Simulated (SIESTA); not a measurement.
SIESTA run on CdSe (P6_3mc, 4 atoms in the cell): self-consistent single point.

Method of the run: LDA PW92, numerical atomic orbitals DZP, PseudoDojo LDA standard norm-conserving potentials (rewritten from UPF to PSML) (SIESTA).

```
CELL_PARAMETERS angstrom
      4.34609     0.00000     0.00000
     -2.17305     3.76382     0.00000
      0.00000     0.00000     7.08984
ATOMIC_POSITIONS crystal
  Cd 0.66667 0.33333 0.49995
  Cd 0.33333 0.66667 0.99995
  Se 0.66667 0.33333 0.87591
  Se 0.33333 0.66667 0.37591
```

Reference input (self-consistent single point, DFT, GGA PBE, numerical atomic orbitals DZP, PseudoDojo PBE standard norm-conserving potentials (rewritten from UPF to PSML)): XC.functional = GGA; XC.authors = PBE; potentials = PseudoDojo PBE standard; PAO.BasisSize = DZP; PAO.EnergyShift = 0.005 Ry; MeshCutoff = 300 Ry; kgrid.MonkhorstPack = 7 7 4; OccupationFunction = FD; ElectronicTemperature = 10 K; MaxSCFIterations = 150; SCF.Mixer.Method = Pulay; SCF.Mixer.Weight = 0.2. This run's input differs from it in these lines:

```diff
@@ -1,2 +1,2 @@
-# files in the folder: Cd.psml Se.psml (PseudoDojo PBE standard)
+# files in the folder: Cd.psml Se.psml (PseudoDojo LDA standard)
 SystemName  CdSe
@@ -24,4 +24,4 @@
 
-XC.functional                GGA
-XC.authors                   PBE
+XC.functional                LDA
+XC.authors                   PW92
 PAO.BasisSize                DZP
```

Output, abridged:

```
        iscf     Eharris(eV)        E_KS(eV)     FreeEng(eV)     dDmax    Ef(eV) dHmax(eV)
   scf:    1   -16118.939389   -16129.659747   -16129.659747  1.486804 -4.109730  9.897912
   scf:    2   -16134.677281   -16132.452054   -16132.452054  0.178162 -4.576813  5.032671
   scf:    3   -16133.724668   -16133.333476   -16133.333476  0.170213 -4.284332  0.616396
   scf:    4   -16133.244642   -16133.303866   -16133.303866  0.055216 -4.804785  1.125746
   scf:    5   -16133.360601   -16133.336189   -16133.336189  0.024455 -4.570827  0.404515
   scf:    6   -16133.343555   -16133.341311   -16133.341311  0.017580 -4.445403  0.013780
   scf:    7   -16133.341283   -16133.341306   -16133.341306  0.001535 -4.455284  0.018317
   scf:    8   -16133.341326   -16133.341318   -16133.341318  0.000669 -4.450328  0.002785
   scf:    9   -16133.341318   -16133.341318   -16133.341318  0.000131 -4.449396  0.000336
   scf:   10   -16133.341318   -16133.341318   -16133.341318  0.000014 -4.449499  0.000005
SCF Convergence by DM+H criterion
max |DM_out - DM_in|         :     0.0000139452
max |H_out - H_in|      (eV) :     0.0000047027
SCF cycle converged after 10 iterations

Using DM_out to compute the final energy and forces

siesta: E_KS(eV) =           -16133.3413

siesta: E_KS - E_eggbox =    -16133.3413

siesta: Atomic forces (eV/Ang):
     1   -0.000020    0.000012    0.007499
     2    0.000020   -0.000012    0.007499
     3   -0.000024    0.000015   -0.003646
     4    0.000024   -0.000015   -0.003646
   Tot    0.000000   -0.000000    0.007707
   Max    0.007499
   Res    0.003404    sqrt( Sum f_i^2 / 3N )
   Max    0.007499    constrained

Stress tensor Voigt[x,y,z,yz,xz,xy] (kbar):       31.52       31.52       32.59        0.00       -0.00       -0.00
(Free)E + p*V (eV/cell)   -16135.6486
   [... lines left out ...]
siesta: FreeEng =    -16133.341318
siesta: Cell volume =        115.975020 Ang**3
siesta:         -31.87470342        -31.91923507  kBar
   [... lines left out ...]
   4 16.220   1.684   0.094   1.275   1.288   1.275   0.150   0.140   0.150
              2.001   2.001   2.001   2.001   2.001   0.033   0.028   0.041

              0.028   0.033

mulliken: Qtot =       72.000

Mulliken Atomic Populations:
Atom #   charge [q] valence [e]  Species
     1     0.219884   19.780116  Cd
     2     0.219884   19.780116  Cd
     3    -0.219884   16.219884  Se
     4    -0.219884   16.219884  Se
 Total     0.000000
```

The run converged in 10 iterations. Against the reference run the pressure goes from 1.55 to -3.19 GPa, the largest force moves little (0.009 to 0.007 eV/Å) and the gap on the mesh goes from 0.840 to 0.574 eV.

The starting cell comes from a database of computed structures (which also holds hypothetical and non-ambient phases and stackings), without a prior relaxation at this level. Values carry the incompleteness of an atom-centred basis. With a pressure of about -3 GPa the cell is away from its equilibrium volume at this level.
